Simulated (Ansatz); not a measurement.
WB (Cmcm, No. 63; structure not from a measured cell), treated with LDA in Ansatz (plane waves, PAW).

Settings: plane-wave cutoff 520 eV, 20×20×20 k mesh, Fermi–Dirac smearing 0.069 eV (set by the program), no spin polarisation, scalar-relativistic PAW data made under PBE.

Computed at the level's own relaxed cell.

Hill averages of the elastic tensor: K = 372.7 GPa, G = 208.9 GPa. Volume 10.086 Å³/atom, mean atomic mass 97.326 u.

Q: Work out the density, the sound velocities of a polycrystal and the elastic Debye temperature at this level.

A: ρ = 1.66054 × 97.326/10.086 = 16.024 g/cm³. v_l = √[(K + 4G/3)/ρ] = 6.375 km/s and v_t = √(G/ρ) = 3.611 km/s. The mean follows from 3/v_m³ = 1/v_l³ + 2/v_t³: v_m = 4.015 km/s. Θ_D = (ħ/k_B) v_m (6π²/V)^(1/3) = 76.38 K Å s/km × 4.015 × 1.8040 Å⁻¹ = 553 K, counting all atoms of the cell.

Note: the relaxation could not lower the start's symmetry, so the cell can be a saddle point above a distorted one.

Ansatz is a quantum-chemistry and plane-wave program.
